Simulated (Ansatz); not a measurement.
## Effect of pressure 0.9 GPa on Ge2Sb2Te5

The reference is Ge2Sb2Te5 (space group P-3m1, No. 164; a = 4.294 Å, c = 17.636 Å).

Perturbation: cell and atoms relaxed at a pressure of 0.9 GPa.

Computed with PBE (Ansatz, an electronic-structure program), without spin-orbit coupling, earlier PAW set. Γ-centred 9×9×2 mesh, Fermi–Dirac width 0.05 eV.

The volume per atom falls by 1.14 Å³, from 31.28 Å³ to 30.14 Å³ and the density goes up by 0.23 g/cm³, from 6.06 g/cm³ to 6.29 g/cm³. The c/a ratio falls by 0.0859 to 4.022 and the shortest interatomic distance decreases by 0.017 Å (3.000 Å → 2.983 Å). The enthalpy H = E + PV relative to the base's energy comes out as +0.17 eV/atom and the band gap drops by 0.23 eV (0.53 eV → 0.30 eV). The smallest direct gap drops by 0.25 eV to 0.33 eV and the width of the top valence band increases by 0.36 eV to 1.19 eV. The hole mass becomes 0.31 mₑ along c, 0.036 mₑ across (at Γ) (base: 0.52 mₑ along c, 0.12 mₑ across (at Γ)) and the valence-band top at Γ (three highest levels, from the VBM) changes from 0.00, -0.58, -0.85 eV to 0.00, -0.76, -1.05 eV.

Final structure:

```xyz
9
Lattice="4.2706 0.0000 0.0000 -2.1353 3.6985 0.0000 0.0000 0.0000 17.1746" Properties=species:S:1:pos:R:3 pbc="T T T"
Te     0.0000     0.0000     0.0000
Ge     2.1353     1.2328     1.7183
Ge     0.0000     2.4656    15.4563
Te     0.0000     2.4656     3.3979
Te     2.1353     1.2328    13.7767
Sb     0.0000     0.0000     5.4196
Sb     0.0000     0.0000    11.7550
Te     2.1353     1.2328     7.1387
Te     0.0000     2.4656    10.0359
```

With Sb and Te present, leaving out spin-orbit coupling can change the band edges. Load acts through the strain it causes; cell and atoms are relaxed under it. Masses are band curvatures over ±0.01 Å⁻¹ around the edge. Stability against distortions was not tested. The zero or small gap of Ge2Sb2Te5 under pressure 0.9 GPa can change with the level of theory.
